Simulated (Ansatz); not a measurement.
A relaxation of the atoms of Hg (P1, 3 atoms in the cell) with Ansatz (a quantum-chemistry and plane-wave program).

Computed with LDA (PW92), default PAW files made with PBE (plane waves; Ansatz).

The change in words: one atom moved by 0.15 angstrom; relax: default → atoms; relax.f_tol: default → 0.05 eV/Å. Reference geometry:
```
Hg
1.0
    3.33052     0.00000     0.00000
   -1.47656     3.08536     0.00000
   -0.96121    -1.40149     8.14497
Hg
3
Direct
  0.58607   0.74142   0.33526
  0.41393   0.25858   0.66474
  0.00000   0.00000   0.00000
```

Reference input (self-consistent single point, DFT, LDA (PW92), plane waves, default PAW files made with PBE): basis.ecutwfc = 420 eV; kpoints.mp_grid.grid = 8 8 3; hamiltonian.xc = lda; hamiltonian.pseudopotentials = {kind: paw} (the program's default PAW files); scf.occupations.method = fermi_dirac; scf.occupations.width = 0.1 eV. This run's input differs from it in these lines:

```diff
@@ -6,3 +6,3 @@
   atoms:
-    - { symbol: Hg, position_ang: [0.534915, 1.817685, 2.730683] }
+    - { symbol: Hg, position_ang: [0.534916, 1.817684, 2.880681] }
     - { symbol: Hg, position_ang: [0.357840, -0.133817, 5.414288] }
@@ -22,2 +22,4 @@
     width: 0.1 eV
+relax:
+  f_tol: 0.05
 output:
```

The program printed (abridged):

```
   [... SCF lines of the steps left out ...]
relax step   1: F+E_penalty+E_count = -40566.88299607 eV  Δ(F+E_penalty+E_count) = +0.000e0 eV  max|allowed force component| = 1.055e-1 eV/Å  Δτ_max = 0.0000 Å  (6 SCF iters, dr2 threshold 6.25e-5 eV, accepted)
relax step   2: F+E_penalty+E_count = -40566.88671315 eV  Δ(F+E_penalty+E_count) = -3.717e-3 eV  max|allowed force component| = 7.495e-2 eV/Å  Δτ_max = 0.0266 Å  (6 SCF iters, accepted)
relax step   3: F+E_penalty+E_count = -40566.89645910 eV  Δ(F+E_penalty+E_count) = -9.746e-3 eV  max|allowed force component| = 1.267e-2 eV/Å  Δτ_max = 0.1895 Å  (8 SCF iters, accepted)
relax step   4: F+E_penalty+E_count = -40566.89932662 eV  Δ(F+E_penalty+E_count) = -2.868e-3 eV  max|allowed force component| = 4.343e-2 eV/Å  Δτ_max = 0.1952 Å  (7 SCF iters, accepted)
Free energy (F): -40566.899327 eV
Internal energy: -40566.883169 eV  (E = F + TS)
E sigma→0 (E₀):  -40566.891248 eV
Entropy (-TS):   -0.016158 eV (-5.386 meV/atom)
Fermi energy:    11.312167 eV
--- Forces (eV/Å), atoms counted from 1 ---
  atom   1  Hg     0.00239834    -0.00304553     0.04342774
  atom   2  Hg    -0.00360161     0.00332674    -0.01636491
  atom   3  Hg     0.00120368    -0.00028142    -0.02706295
--- Stress (GPa, compression-positive) ---
       -4.706023       0.230145       0.198425
        0.230145      -4.340233       0.332754
        0.198425       0.332754      -4.776356
  P = ⅓ Tr σ = -4.6075 GPa (-46.075 kbar)
  The stress holds the Pulay correction. Without it, at fixed plane waves, as pw.x and ABINIT print it: P = -4.6369 GPa
--- Relaxed structure (4 steps of the walk, 4 accepted, 0 SCFs on fresh bases) ---
  F+E_penalty+E_count = -40566.89932662 eV   max|allowed force component| = 4.343e-2 eV/Å
  atoms:
    - { symbol: Hg, position: [0.6489382276434608, 0.6754049368071131, 0.3354107379716052] }
    - { symbol: Hg, position: [0.35519088679696315, 0.3295166141627863, 0.674650774456527] }
    - { symbol: Hg, position: [0.004894703310737705, 0.0034434189716357803, 0.008354513853606603] }
```

The run converged.  The full log also holds: “iter 4 did not close the SCF: its close was put off for the readings that it lacked (scf_convergence_deferred on its scf_iter line)”. The full log also holds: “iter 5 did not close the SCF: its close was put off for the readings that it lacked (scf_convergence_deferred on its scf_iter line)”.

Summary of the result:
* **Free energy E − TS (on the zero of these files)**: -40566.8993 eV
* **Fermi level (on the code's own zero)**: 11.31 eV
* **Pressure**: -4.61 GPa
* **Largest force (vector length)**: 0.044 eV/Å
* **Relaxation steps**: 4

The starting cell comes from a database of computed structures (which also holds hypothetical and non-ambient phases and stackings), without a prior relaxation at this level. Its lattice was rescaled by up to half a per cent. For this run, on top of that: one atom moved by 0.15 angstrom. Ansatz's pressure includes its estimate of the finite-basis (Pulay) stress.

Cost on one core of a shared machine: roughly 70 s.

Keys are those of Ansatz 0.2.
